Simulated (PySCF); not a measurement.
PySCF 2.14.0, BP86/def2-svp, df: W(S)2(Cl)2 ([S]=[W](=[S])([Cl])[Cl]), 5 atoms. The geometry is a generated start, not checked to be a minimum at this level.

task: energy
method: bp86
basis: def2-svp
two-electron scheme: density fitting
mol.max_memory: 3000 MB
mf.max_cycle: 100
mf.init_guess: minao (default)
mf.DIIS: CDIIS (default)
mf.conv_tol: 1e-09 (default)
mf.grids.level: 3 (default)
effective core potentials: those of the basis set, past Kr
basis functions: 104
grid points: 99832

```xyz
5

W     -0.0524     0.0006    -0.0067
S      1.4959     0.7806    -1.3205
S      1.0091    -0.8848     1.6730
Cl    -1.1716    -1.5379    -1.0489
Cl    -1.2810     1.6415     0.7031
```

Charge 0 and multiplicity 1 are set for this test and not shown to be the ground state.

One run each on 2 threads, 1 BLAS thread. Values of diis_space tried: 3, 5, 8 (default), 12, 20.

Q: Which value of diis_space needs the fewest Fock builds, and what happens away from it?

A: Fewest Fock builds, within one of each other: 8 (default) with 14, 12 with 14, 20 with 14. The count rises to 19 at 5. The run ends without SCF convergence in 100 cycles at 3.

| diis_space | Fock builds | end |
|---|---|---|
| 3 | 101 | no convergence |
| 5 | 19 | same solution |
| 8 (default) | 14 | same solution |
| 12 | 14 | same solution |
| 20 | 14 | same solution |
